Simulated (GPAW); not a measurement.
# Several settings converged on ZrAu (P4mm, 2 atoms in the cell)

```xyz
2
Lattice="3.1562 0.0000 0.0000 0.0000 3.1562 0.0000 0.0000 0.0000 3.9058" Properties=species:S:1:pos:R:3 pbc="T T T"
Zr     0.0000     0.0000     0.0500
Au     1.5781     1.5781     1.9529
```

Base method: PBEsol, GPAW PAW datasets PBEsol (made by gpaw-setup) (plane waves; GPAW).

Base settings: mode = pw; ecut = 600 eV; xc = PBEsol; kpts = 5 5 5; mesh shift (steps) = 0 0 0; occupations.name = methfessel-paxton; occupations.width = 0.1 eV; occupations.order = 0; nbands = -6; convergence.density = 1e-05 e/electron.

The count of work is k-points × plane waves × bands × iterations; it is no time. 

**Shifted k-point meshes**

In this ladder: kpts_shift = 0.5 0.5 0.5.

Only quantities that move along the ladder and can be compared are tabulated.

```tsv
kpts	free energy less the last step's (meV/atom)	pressure (GPa)	largest difference of a force vector from the last step's (eV/Å)	count of work / last
2 2 2	432.20	1.39	0.031	0.0030
3 3 3	131.88	0.29	0.039	0.019
5 5 4	-3.53	-2.50	0.008	0.031
7 7 6	8.76	-2.41	0.017	0.093
9 9 7	1.00	-2.21	0.006	0.17
18 18 15	0.00	-2.35	0.000	1.0
```

Coarsest kpts that holds the forces within 0.02 eV/Å of the last step, with all finer ones: 5 5 4, at 0.031 of the last step's count of work; the step before is off by 0.039 eV/Å.

Coarsest kpts that holds the free energy within 5 meV/atom of the last step, with all finer ones: 9 9 7, at 0.17 of the last step's count of work; the step before is off by 8.8 meV/atom.

Coarsest kpts that holds the pressure within 1 GPa of the last step, with all finer ones: 5 5 4, at 0.031 of the last step's count of work; the step before is off by 2.6 GPa.

**The width of Fermi-Dirac smearing**

In this ladder: kpts = 8 8 8; occupations.name = fermi-dirac; occupations.order = default.

Narrow widths need finer meshes than wide ones, so the last steps can hold mesh noise.

Only quantities that move along the ladder and can be compared are tabulated; pressure and forces are left out, as mesh noise rules them at narrow widths.

```csv
occupations.width,free energy less the last step's (meV/atom),energy extrapolated to zero width less the last step's (meV/atom)
1 eV,-1332.03,-126.07
0.5 eV,-375.82,-48.88
0.3 eV,-140.29,-16.43
0.1 eV,0.00,0.00
```

Widest occupations.width that holds the energy extrapolated to zero width within 2 meV/atom: not settled: the last two steps still differ by 16 meV/atom, over half the tolerance, so the ladder does not show it.

Widest occupations.width that holds the free energy within 5 meV/atom: not settled: the last two steps still differ by 140 meV/atom, over half the tolerance, so the ladder does not show it.

The extrapolation to zero width removes most of the smearing's effect on the energy.

**The setting conv density**

Moved along: convergence.energy, convergence.eigenstates.

The mesh stays at the base's, so the ladder's end is converged at best in this setting alone.

Only quantities that move along the ladder and can be compared are tabulated.

| convergence.density | pressure (GPa) | largest difference of a force vector from the last step's (eV/Å) |
|---|---|---|
| 0.01 e/electron | -2.42 | 0.014 |
| 0.001 e/electron | -1.98 | 0.005 |
| 0.0001 e/electron | -2.02 | 0.000 |
| 1e-05 e/electron | -2.02 | 0.000 |
| 1e-06 e/electron | -2.03 | 0.000 |
| 1e-07 e/electron | -2.03 | 0.000 |

Coarsest convergence.density that holds the forces within 0.01 eV/Å of the last step, with all finer ones: 0.001 e/electron; the step before is off by 0.014 eV/Å.

Coarsest convergence.density that holds the pressure within 0.1 GPa of the last step, with all finer ones: 0.001 e/electron; the step before is off by 0.39 GPa.

On the base run: the starting cell comes from a database of computed structures (which also holds hypothetical and non-ambient phases and stackings), without a prior relaxation at this level. Its lattice was rescaled by up to half a per cent. One atom was moved a little off its site on purpose. Without a gap this mesh is coarse (it stands for a supercell whose shortest vector is 16 Å).

Left out of this page: 2 runs of the series outside the window shown, repeating another row's setting, or not comparable.
